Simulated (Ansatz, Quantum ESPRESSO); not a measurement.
An Ansatz (a first-principles code) input for a self-consistent single point of MgGeAs2 (I-42d, 8 atoms in the cell) (DFT, LDA (PW92), plane waves, default PAW files made with PBE):

Ansatz 0.2 input:
```yaml
crystal:
  lattice:
    - [-2.919910, 2.919910, 5.442165]
    - [2.919910, -2.919910, 5.442165]
    - [2.919910, 2.919910, -5.442165]
  atoms:
    - { symbol: Mg, position_ang: [0.000000, 2.919910, 2.721083] }
    - { symbol: Mg, position_ang: [0.000000, 0.000000, 0.000000] }
    - { symbol: Ge, position_ang: [0.000000, 0.000000, 5.442165] }
    - { symbol: Ge, position_ang: [2.919910, 0.000000, 2.721083] }
    - { symbol: As, position_ang: [-1.314543, 1.459955, 6.802706] }
    - { symbol: As, position_ang: [1.459955, 1.314543, 4.081624] }
    - { symbol: As, position_ang: [4.234453, 1.459955, 1.360541] }
    - { symbol: As, position_ang: [1.459955, 1.605367, -1.360541] }
basis:
  ecutwfc: 420.0
kpoints:
  mp_grid: { grid: [3, 3, 3] }
hamiltonian:
  xc: lda
  pseudopotentials: { kind: paw }
scf:
  occupations: { method: fermi_dirac, width: 0.05 }
output:
  forces: true
  eigenvalues: true
  stress: true
```

Translate this input to Quantum ESPRESSO.

One input that does it (others would too):

```fortran
&control
   calculation = 'scf'
   prefix = 'MgGeAs2'
   outdir = './tmp'
   pseudo_dir = './'
   tprnfor = .true.
   tstress = .true.
/
&system
   ibrav = 0
   nat = 8
   ntyp = 3
   ecutwfc = 50
   ecutrho = 250
   occupations = 'smearing'
   smearing = 'fermi-dirac'
   degauss = 0.0036749
/
&electrons
   conv_thr = 1.0d-10
   mixing_beta = 0.7
/
ATOMIC_SPECIES
Mg    24.3050  mg_lda_v1.4.uspp.F.UPF
Ge    72.6300  ge_lda_v1.4.uspp.F.UPF
As    74.9216  as_lda_v1.uspp.F.UPF
CELL_PARAMETERS angstrom
  -2.9199100000     2.9199100000     5.4421650000
   2.9199100000    -2.9199100000     5.4421650000
   2.9199100000     2.9199100000    -5.4421650000
ATOMIC_POSITIONS crystal
Mg    0.7500000000    0.2500000000    0.5000000000
Mg    0.0000000000    0.0000000000    0.0000000000
Ge    0.5000000000    0.5000000000    0.0000000000
Ge    0.2500000000    0.7500000000    0.5000000000
As    0.8750000000    0.3999000000    0.0249000000
As    0.6001000000    0.6250000000    0.4751000000
As    0.3750000000    0.8501000000    0.9751000000
As    0.1499000000    0.1250000000    0.5249000000
K_POINTS automatic
3 3 3  0 0 0
```

Basis settings and potentials, where a program has them, do not carry over. This input uses DFT, LDA (PZ), plane waves, GBRV 1.5 ultrasoft (LDA) pseudopotentials. LDA parametrisations can differ slightly between programs.

The starting cell comes from a database of computed structures (which also holds hypothetical and non-ambient phases and stackings), without a prior relaxation at this level. For this run, on top of that: lattice scaled by 0.98.
